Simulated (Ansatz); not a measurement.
## Several settings converged on a (100) slab of Ni3Sn4 (cut from a parent of space group no. 12; 14 atoms in the cell)

```yaml
crystal:
  lattice:
    - [4.07484, 0.00000, 0.00000]
    - [0.00000, 5.22191, 0.00000]
    - [0.00000, 0.00000, 25.04172]
  atoms:
    - { symbol: Ni, position: [0.00000, 0.93351, 0.61832] }
    - { symbol: Ni, position: [0.50000, 0.03332, 0.27953] }
    - { symbol: Ni, position: [0.00000, 0.13841, 0.72047] }
    - { symbol: Sn, position: [0.50000, 0.20281, 0.65270] }
    - { symbol: Sn, position: [0.00000, 0.96893, 0.34730] }
    - { symbol: Sn, position: [0.50000, 0.53056, 0.30023] }
    - { symbol: Sn, position: [0.00000, 0.64118, 0.69978] }
    - { symbol: Ni, position: [0.50000, 0.23822, 0.38168] }
    - { symbol: Ni, position: [0.00000, 0.72861, 0.51617] }
    - { symbol: Ni, position: [0.50000, 0.44312, 0.48383] }
    - { symbol: Sn, position: [0.00000, 0.50752, 0.41607] }
    - { symbol: Sn, position: [0.50000, 0.66421, 0.58393] }
    - { symbol: Sn, position: [0.00000, 0.22584, 0.53686] }
    - { symbol: Sn, position: [0.50000, 0.94589, 0.46314] }
```

Base method: PBEsol, default PAW files made with PBE (plane waves; Ansatz, a first-principles code).

Base settings: basis.ecutwfc = 420 eV; kpoints.mp_grid.grid = 4 3 1; hamiltonian.xc = pbesol; hamiltonian.pseudopotentials = {kind: paw} (the program's default PAW files); scf.occupations.method = gaussian; scf.occupations.width = 0.1 eV.

The count of work is k-points × plane waves × bands × iterations; it is no time. Core times come from one kind of shared machine, to one figure; runs under 30 s give none.

**The vacuum**

The mesh stays at the base's, so the ladder's end is converged at best in this setting alone.

Only quantities that move along the ladder and can be compared are tabulated.

| vacuum between outermost atoms (Å) | free energy less the last step's (meV/atom) | largest difference of a force vector from the last step's (eV/Å) | count of work / last | core time / last (rough) |
|---|---|---|---|---|
| 3.0 | -56.47 | 0.835 | 0.28 | – |
| 4.0 | -15.60 | 0.257 | 0.31 | – |
| 5.0 | -3.77 | 0.067 | 0.36 | – |
| 6.0 | -1.01 | 0.015 | 0.38 | 0.6 |
| 7.0 | -0.33 | 0.004 | 0.40 | – |
| 8.0 | -0.12 | 0.001 | 0.43 | – |
| 10.0 | -0.02 | 0.000 | 0.47 | – |
| 12.0 | 0.00 | 0.000 | 0.52 | 0.6 |
| 14.0 | 0.00 | 0.000 | 0.61 | 0.6 |
| 17.0 | 0.00 | 0.000 | 0.63 | 1 |
| 20.0 | 0.01 | 0.000 | 0.69 | – |
| 25.0 | 0.00 | 0.000 | 0.88 | 0.8 |
| 30.0 | 0.00 | 0.000 | 1.0 | 1 |

Smallest vacuum between outermost atoms (Å) that holds the forces within 0.02 eV/Å of the last step, with all finer ones: 6.0, at 0.38 of the last step's count of work; the step before is off by 0.067 eV/Å.

Smallest vacuum between outermost atoms (Å) that holds the free energy within 5 meV/atom of the last step, with all finer ones: 5.0, at 0.36 of the last step's count of work; the step before is off by 16 meV/atom.

**The k-point mesh**

Only quantities that move along the ladder and can be compared are tabulated.

```tsv
kpoints.mp_grid.grid	free energy less the last step's (meV/atom)	largest difference of a force vector from the last step's (eV/Å)	count of work / last	core time / last (rough)
2 2 1	30.13	0.423	0.068	–
3 2 1	-8.56	0.162	0.050	0.06
3 3 1	10.67	0.233	0.055	–
4 3 1	4.68	0.175	0.082	0.06
5 4 1	5.87	0.085	0.11	0.1
6 5 1	-0.62	0.066	0.15	0.08
7 6 1	-1.48	0.033	0.20	0.2
8 6 1	-0.09	0.040	0.25	0.10
10 8 1	0.37	0.023	0.38	0.5
11 9 1	-0.19	0.016	0.38	0.1
13 10 1	-0.10	0.016	0.53	0.4
15 12 1	0.09	0.008	0.70	0.4
18 14 1	0.00	0.000	1.0	1
```

Coarsest kpoints.mp_grid.grid that holds the free energy within 2 meV/atom of the last step, with all finer ones: 6 5 1, at 0.15 of the last step's count of work and about 0.08 of the last step's time; the step before is off by 5.9 meV/atom.

**The plane-wave cutoff**

The mesh stays at the base's, so the ladder's end is converged at best in this setting alone.

Only quantities that move along the ladder and can be compared are tabulated.

```tsv
basis.ecutwfc	free energy less the last step's (meV/atom)	largest difference of a force vector from the last step's (eV/Å)	count of work / last	core time / last (rough)
210 eV	6323.89	0.302	0.15	–
250 eV	1327.20	0.332	0.19	–
295 eV	182.30	0.076	0.25	–
355 eV	8.78	0.010	0.27	–
420 eV	1.97	0.002	0.38	0.4
505 eV	0.57	0.000	0.47	–
630 eV	0.23	0.000	0.65	1
840 eV	0.00	0.000	1.0	1
```

Coarsest basis.ecutwfc that holds the forces within 0.02 eV/Å of the last step, with all finer ones: 355 eV, at 0.27 of the last step's count of work; the step before is off by 0.076 eV/Å.

Coarsest basis.ecutwfc that holds the free energy within 5 meV/atom of the last step, with all finer ones: 420 eV, at 0.38 of the last step's count of work and about 0.4 of the last step's time; the step before is off by 8.8 meV/atom.

On the base run: the starting cell comes from a database of computed structures (which also holds hypothetical and non-ambient phases and stackings), without a prior relaxation at this level. The slab is cut from that crystal, and its faces are unrelaxed. Its lattice was rescaled by up to half a per cent. Spin polarisation is off. In the base run, forces exceed 1 eV/Å. Without a gap this mesh is coarse (it stands for a supercell whose shortest in-plane vector is 16 Å).

Left out of this page: 1 run of the series outside the window shown, repeating another row's setting, or not comparable; 1 run of the series stopped by limits of time or memory.

Keys are those of Ansatz 0.2.
